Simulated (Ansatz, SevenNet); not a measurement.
For CoPtO2 (R-3m, No. 166, 4 atoms in the cell; start mp-19210), the machine-learned potential SevenNet-0 (trained on PBE and PBE+U data) gives:

```
Property                           Value
------------------------------  --------
equilibrium lattice constant a   2.857 Å
c axis length                   17.944 Å
```

Question: What does PBE-D3(BJ) (Ansatz, a program for electronic structure, PAW) give for the same quantities?

Answer: 
- lattice constant a: 2.829 Å (shrinks by 1.0 %)
- lattice parameter c: 17.835 Å (falls by 0.6 %)

Changes are worked out from the printed values.

Unless a cell is named, each level is at its own relaxed cell (SevenNet-0 10.57, PBE-D3(BJ) 10.30 Å³/atom).

Levels without +SOC leave out spin–orbit coupling, which shifts energies and cells of such heavy elements.

The crystal itself was run without spin with PBE-D3(BJ); a magnetic state was not tried in these runs.

Caveats: a distance lies near a switch of the dispersion term, which can move the cell (PBE-D3(BJ)); the relaxation could not lower the start's symmetry, so the cell can be a saddle point above a distorted one (SevenNet-0, PBE-D3(BJ)). Ansatz's density-functional and Hartree–Fock values are scalar-relativistic unless marked +SOC, with PAW data made under PBE.

A start named mp-… is a Materials Project structure, which need not be a measured phase.
